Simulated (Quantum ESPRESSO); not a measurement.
Quantum ESPRESSO is run on ScH4Pd3 (Pm-3m, 8 atoms in the cell), and the run fails. The aim is a self-consistent single point with DFT, PBEsol, plane waves, GBRV 1.5 ultrasoft (PBESOL) pseudopotentials.

Input:

```fortran
&control
  calculation = 'scf',
  prefix = 'ScH4Pd3',
  outdir = './out',
  pseudo_dir = './',
  tprnfor = .true.,
  tstress = .true.,
/
&system
  ibrav = 1,
  celldm(1) = 7.97640169,
  nat = 8,
  ntyp = 3,
  ecutwfc = 50,
  ecutrho = 400,
  occupations = 'smearing',
  smearing = 'cold',
  degauss = 0.0099958,
/
&electrons
  conv_thr = 1.0d-10,
  mixing_beta = 0.7,
/
ATOMIC_SPECIES
Sc    44.9559  sc_pbesol_v1.uspp.F.UPF
H      1.0080  h_pbesol_v1.4.uspp.F.UPF
Pd   106.4200  pd_pbesol_v1.4.uspp.F.UPF
ATOMIC_POSITIONS crystal
Sc    0.00000000    0.00000000    0.00000000
H     0.50000000    0.00000000    0.00000000
H     0.00000000    0.50000000    0.00000000
H     0.00000000    0.00000000    0.50000000
H     0.50000000    0.50000000    0.50000000
Pd    0.00000000    0.50000000    0.50000000
Pd    0.50000000    0.00000000    0.50000000
Pd1    0.50000000    0.50000000    0.00000000
K_POINTS automatic
6 6 6  0 0 0
```

Output, abridged:

```
     This program is part of the open-source Quantum ESPRESSO suite
     for quantum simulation of materials; please cite

 %%%%%%%%%%%%%%%%%%%%%%%%%%%%%%%%%%%%%%%%%%%%%%%%%%%%%%%%%%%%%%%%%%%%%%%%%%%%%%
     Error in routine read_cards (8):
     species Pd1 in ATOMIC_POSITIONS is nonexistent
 %%%%%%%%%%%%%%%%%%%%%%%%%%%%%%%%%%%%%%%%%%%%%%%%%%%%%%%%%%%%%%%%%%%%%%%%%%%%%%

     stopping ...
```

Q: From the messages shown, name the fault and mend the input.

A: The fault is an atom label that is not in the list of species. Labels in the positions must match the species card. To fix it, correct the label. The program stopped before any SCF iteration.

The sound input it was made from differs as follows (other fixes are possible):
```diff
-Pd1    0.50000000    0.50000000    0.00000000
+Pd    0.50000000    0.50000000    0.00000000
```

With that input, the run converged in 16 iterations: free energy E − TS -9455.7561 eV; Fermi level (on the code's own zero) 15.18 eV; pressure -6.97 GPa (DFT, PBEsol, plane waves, GBRV 1.5 ultrasoft (PBESOL) pseudopotentials).

On the sound input: the starting cell comes from a database of computed structures (which also holds hypothetical and non-ambient phases and stackings), without a prior relaxation at this level. Spin polarisation is off. With a pressure of about -7 GPa the cell is away from its equilibrium volume at this level.
